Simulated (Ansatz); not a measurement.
An Ansatz (a program for electronic structure) input (Ansatz LDA, no spin-orbit coupling):

Ansatz 0.2 input:
```yaml
crystal:
  lattice:
    - [3.3237029904, 0, 0]
    - [0, 3.3237029904, 0]
    - [1.6618514952, -1.6618514952, 2.4221582167]
  atoms:
    - { symbol: Be, position: [0, 0, 0] }
    - { symbol: S, position: [0.75, 0.75, 0.5] }
basis: { ecutwfc: 420, ecutrho_ratio: 4, xc_grid: 2, fft_grid_basis: typed }
kpoints: { mp_grid: { grid: [12, 12, 12] } }
hamiltonian:
  xc: lda
  dispersion: none
  pseudopotentials: { kind: paw }
scf: { occupations: { method: fermi_dirac, width: 0.05 } }
relax: { f_tol: 0.005, max_steps: 50, cell: { stress_tol: 0.01, fix: [a, b, gamma] } }
output: { forces: true, stress: true }
checkpoint: { write: state.ck, write_every: 1000 }
```

Task: Which symmetry and how many k-points will the program report, and about how many plane waves at Γ?

Result: Space group I-4m2 (ITA 119) with 8 operations, k-points 163 of 1728, and 533 plane waves at Γ.

Task: And the final pressure?

Result: 2.60 GPa (compression positive).

The cells carry an imposed strain or load. Whether these cells are dynamically stable was not tested. The cell was made from BeS in the zinc blende structure (space group F-43m, No. 216) by this change: biaxial strain −2.00 %, plane normal [001], relaxed out of plane.
